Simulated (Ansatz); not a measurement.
Phonon-limited resistivity of YB₂C₂ (P4/mbm) against temperature in μΩ·cm, PBEsol, DFPT electron-phonon coupling, linearised Boltzmann equation in Ansatz (a first-principles code), harmonic crystal at a fixed cell.

```tsv
T	ρ
50 K	0.176
77 K	…
100 K	…
150 K	4.6
200 K	7.9
250 K	11.5
273 K	13.2
300 K	15.2
350 K	18.9
400 K	23
500 K	30
600 K	37
800 K	51
```

Question: Complete the blanks.

Answer: 
- 77 K, ρ: 0.87
- 100 K, ρ: 1.81

A metal at this level (no band gap). Only scattering by harmonic phonons is included (no impurities, grain boundaries, electron-electron scattering or thermal expansion). Spin-orbit coupling is left out. The squared frequency of the phonon mode least converged on the k mesh is uncertain by about 25 %. Halving the electron mesh (16x16x24) moves the resistivity by up to 8 %. Smearing 0.20 eV; phonons on a 3x3x4 q mesh, which this run doesn't test and which matters most at low temperature.

Computed structure with no diffraction record at hand here (it may be known, metastable or hypothetical): YB2C2 (P4/mbm).
